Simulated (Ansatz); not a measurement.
The starting structures come from a database of crystals and need not be the phases stable at ambient conditions.

 Where the default PAW files enter, the runs use the earlier of Ansatz's two default sets.

The decay constant κ of evanescent states in the gap governs leakage through a thin film.

Input:

```
TlO4P
1.0
    4.86853     0.00000     0.00000
   -1.84815     4.50410     0.00000
    0.00000     0.00000     7.16353
Tl P O
2 2 8
Cartesian
  0.00000   0.00000   3.58176
  0.00000   0.00000   0.00000
  0.53587   2.90541   1.79088
  2.48451   1.59868   5.37265
  3.13529   1.16228   4.07003
 -0.11491   3.34182   3.09350
 -0.11491   3.34182   0.48827
  3.13529   1.16228   6.67526
  1.02511   1.05126   5.37265
  1.99527   3.45284   1.79088
  0.58342   1.34745   1.79088
  2.43696   3.15665   5.37265
```

Space group of this cell: Cmcm. The cell is taken as given; by PBEsol its mean pressure is 2.3 GPa.

Transport runs along the normal of the first two printed cell vectors.

The gap is the functional's own. No spin-orbit coupling. Mid-gap values are interpolated on the energy grid.

Problem. State the band gap and the smallest decay constant κ at mid-gap according to PBEsol run with Ansatz (a first-principles code).

Solution. Gap 0.89 eV on a 8×8×4 mesh; κ = 0.177 1/Å, at the zone centre.
